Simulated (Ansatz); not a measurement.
**Fermi-surface data of Mo under load (space group I4/mmm)**

Given:

```yaml
crystal:
  lattice:
    - [-1.56676, 1.56676, 1.55475]
    - [1.56676, -1.56676, 1.55475]
    - [1.56676, 1.56676, -1.55475]
  atoms:
    - { symbol: Mo, position: [0.00000, 0.00000, 0.00000] }
```

Level of theory: PBEsol with spin-orbit coupling, rigid bands (plane waves, PAW; Ansatz, a program for electronic structure). Condition of this run: uniaxial stress zz = 3 GPa (compression positive) with spin-orbit coupling (the target of the relaxation). Cell: cell and atoms relaxed with PBEsol, then loaded as said.

The density of states at the Fermi level is 0.581 states/(eV·cell), both spins. The bare Sommerfeld coefficient comes out as 1.37 mJ/(mol of atoms·K²) and the drude plasma energy comes out as 8.8 eV. The root-mean-square Fermi velocity comes out as 8.8e5 m/s. The resistivity times τ is 6.3 ×10⁻²² Ω·m·s and the resistivity times mean free path comes out as 6.0 ×10⁻¹⁶ Ω·m².

A metal at this level (no band gap); rigid bands, thermally averaged at 300 K, both spins. τ is one relaxation time for all states; the product of resistivity and mean free path takes one path for all states instead.
